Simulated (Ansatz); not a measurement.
Output of an Ansatz run (abridged):

```
WARN ansatz: RAYON_NUM_THREADS=1 ignored (pool sized by the plan → 1); use --threads N
Pseudopotentials: kind: paw
Pseudopotential: Na, paw, valence charge 9
Pseudopotential: Au, paw, valence charge 19
Crystal: 2 atoms, lattice volume = 44.854 Å³
Basis set: ecut = 420 eV, 871 PW (Γ), exchange–correlation on 48×48×60 points (8 copies of the dense FFT grid, shifted against one another)
Bands: 18, of which v1, the nominal top of the filled ones, is band 14 counted from 1 (13 counted from 0)
Symmetry: 16 space group operations
Space group: P4/mmm (ITA 123), of the structure as read, at distance tolerance 3.6e-5 Å
k-points: 30 of 384
Initial density: superposition of atomic densities (neutral atoms: chi_scale 0, normalization atom), corrected by the library's trained network
Initial wavefunctions: pseudopotential atomic-orbital guess
Eigensolver: davidson
Functional: x = pbe(κ = 0.804, μ = 0.2195149727645171), c = pbe(β = 0.06672455060314922)
SCF iter   1: F=—  HF=-14636.269721 eV  |F-HF|=—  |Δ(HF+E_count)|=         —  Δρ=1.22e-3  dr2=4.89e-4  ethr=1.77e-3  ⟨swp⟩=5.2  Hψ=2252  notcnv=0
all-band conjugate gradients solve this SCF's bands
preconditioner: auto → Kerker (q_TF=auto, 2.522 Å⁻¹)
SCF iter   2: F=—  HF=-14636.270352 eV  |F-HF|=—  |Δ(HF+E_count)|=   6.31e-4  Δρ=7.13e-4  dr2=2.85e-4  ethr=1.75e-6  ⟨swp⟩=3.1  Hψ=1312  notcnv=0
SCF iter   3: F=—  HF=-14636.270364 eV  |F-HF|=—  |Δ(HF+E_count)|=   1.14e-5  Δρ=2.58e-4  dr2=4.21e-5  ethr=1.02e-6  ⟨swp⟩=2.1  Hψ=655  notcnv=0
SCF iter   4: F=—  HF=-14636.270325 eV  |F-HF|=—  |Δ(HF+E_count)|=   3.86e-5  Δρ=1.16e-4  dr2=7.91e-6  ethr=1.50e-7  ⟨swp⟩=2.5  Hψ=921  notcnv=0
SCF iter   5: F=—  HF=-14636.270324 eV  |F-HF|=—  |Δ(HF+E_count)|=   1.42e-6  Δρ=3.28e-5  dr2=5.51e-7  ethr=2.82e-8  ⟨swp⟩=2.5  Hψ=756  notcnv=0
SCF iter   6: F=-14636.270324 eV  HF=-14636.270324 eV  |F-HF|=1.78e-8  |Δ(HF+E_count)|=   9.95e-8  Δρ=9.37e-6  dr2=5.46e-8  ethr=3.57e-10  ⟨swp⟩=3.1  Hψ=1982  notcnv=0
SCF 1 converged in 6 iterations: F = -14636.270324 eV  dr2 = 5.46e-8
SCF converged after 6 iterations
Free energy (F): -14636.270324 eV
Harris-Foulkes:  -14636.270324 eV  (|F-HF|=1.78e-8)
Internal energy: -14636.266231 eV  (E = F + TS)
E sigma→0 (E₀):  -14636.268277 eV
Entropy (-TS):   -0.004093 eV (-2.046 meV/atom)
Fermi energy:    8.974790 eV
--- Per-component energies (eV) ---
  E_band       = -582.417777
  E_kinetic    = 726.565666
  E_local      = -3695.127601  (includes V_loc(G=0)·N_el)
  E_nonlocal   = 188.532299
  E_hartree    = 1462.518283
  E_xc         = -266.808281
  E_vxc        = -324.859951  (∫ρ·V_xc dr)
  E_paw        = -9970.106815  (= ΣΔE_a)
  E_vpaw       = -402.569638  (= ΣTr[D̂ρ^β])
  E_aug_tail   = 0.001397  (compensation charges beyond the density's cutoff)
  E_ewald      = -3081.841179
  E_smearing   = -0.004093  (= −TS)
  E_closure    = -0.000000  (closes the sum)
  Σ components = -14636.270324   (vs F -14636.270324, Δ=0.00e0)
--- Forces (eV/Å), atoms counted from 1 ---
  atom   1  Na    -0.00000000    -0.00000000     0.00000000
  atom   2  Au     0.00000000     0.00000000     0.00000000
  max |Σ_I F_I| component: 6.31e-30 eV/Å
--- Stress (GPa, compression-positive) ---
       -1.903906       0.000000       0.000000
        0.000000      -1.903906       0.000000
        0.000000       0.000000      -2.312421
  P = ⅓ Tr σ = -2.0401 GPa (-20.401 kbar)
  The stress holds the Pulay correction. Without it, at fixed plane waves, as pw.x and ABINIT print it: P = -2.0622 GPa
--- Band table (eV; the first three rows and the last of 30) ---
  k-point 0: bands = ["-95.7868", "-47.2787", "-47.1920", "-47.1920", "-43.0490", "-14.9594", "-14.9589", "-14.9398", "3.1816", "4.7929", "4.9700", "5.9966", "6.0114", "6.4288", "11.7579", "15.7994", "17.4176", "17.5898"]
  k-point 1: bands = ["-95.7868", "-47.2789", "-47.1920", "-47.1920", "-43.0489", "-14.9594", "-14.9590", "-14.9433", "3.5407", "4.8077", "5.1668", "5.9629", "5.9801", "6.4309", "9.5787", "17.8095", "17.9949", "18.5514"]
  k-point 2: bands = ["-95.7868", "-47.2792", "-47.1920", "-47.1920", "-43.0488", "-14.9593", "-14.9590", "-14.9468", "3.9309", "4.8226", "5.6825", "5.9399", "5.9492", "6.4331", "7.7537", "18.4552", "18.5871", "19.2174"]
  k-point 29: bands = ["-95.7858", "-47.2754", "-47.2142", "-47.2141", "-43.0409", "-15.0220", "-15.0217", "-14.9280", "4.8785", "5.1679", "5.1949", "6.0453", "6.8764", "10.1790", "12.4058", "12.5258", "13.3898", "16.3072"]
```

The structure:

```
CELL_PARAMETERS angstrom
      3.24663     0.00000     0.00000
      0.00000     3.24663     0.00000
      0.00000     0.00000     4.25540
ATOMIC_POSITIONS crystal
  Na 0.50000 0.50000 0.50000
  Au 0.00000 0.00000 0.00000
```

Task: Reconstruct the input of this run.

Result: Other spellings and defaults could give the same log, and not every line can be read from it. The input that was run (DFT, PBE, plane waves, default PAW files):

Ansatz 0.2 input:
```yaml
# NaAu
crystal:
  lattice:
    - [3.24662800, 0.00000000, 0.00000000]
    - [0.00000000, 3.24662800, 0.00000000]
    - [0.00000000, 0.00000000, 4.25540200]
  atoms:
    - { symbol: Na, position: [0.50000000, 0.50000000, 0.50000000] }
    - { symbol: Au, position: [0.00000000, 0.00000000, 0.00000000] }
basis:
  ecutwfc: 420.0
kpoints:
  mp_grid:
    grid: [8, 8, 6]
    shift: [0.5, 0.5, 0.5]
hamiltonian:
  xc: pbe
  pseudopotentials:
    kind: paw
scf:
  occupations:
    method: gaussian
    width: 0.136
output:
  forces: true
  eigenvalues: true
  stress: true
```

The starting cell was generated: these elements placed on a structure prototype, without a prior relaxation; it need not be a known phase or ordering of this composition. Its lattice was rescaled by a random factor within 2.5 % of one. Spin-orbit coupling is off. Ansatz's pressure includes its estimate of the finite-basis (Pulay) stress.

Ansatz is a program for electronic structure.
